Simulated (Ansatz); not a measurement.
Take BeTe in the zinc blende structure (space group F-43m, No. 216; a = 5.657 Å) as the base. Axes: x, y, z lie along the cube axes.

Now apply this change: tensile biaxial strain of 2.12 % in the plane normal to [111], as in epitaxy on a mismatched substrate; the out-of-plane cell vector and the atoms relax.

Levels (all Ansatz, a quantum-chemistry and plane-wave program, PAW): r2SCAN (500 eV, without spin-orbit coupling); HSE06+SOC (420 eV, spin-orbit coupling included).

The geometry is relaxed with r2SCAN.

| Quantity | Result |
|---|---|
| r2SCAN valence-band top at Γ | 0.00, -0.19, -0.19 eV |
| r2SCAN band gap | 2.30 eV |

Problem. How does going to HSE06+SOC change the valence-band top at Γ and band gap?

Solution. The valence-band top at Γ (three highest Kramers pairs, from the VBM) goes from 0.00, -0.19, -0.19 eV to 0.00, -0.13, -1.07 eV; the band gap increases by 0.07 eV (2.30 eV → 2.37 eV).

Single points use the geometry relaxed with r2SCAN. The hybrid gap comes from the SCF mesh plus the semilocal run's edge points and a few special points and is an upper bound. Differences between runs with and without spin-orbit coupling are approximate. Spin-orbit coupling, missing from the scalar runs, can matter with Te. Whether these cells are dynamically stable was not tested.
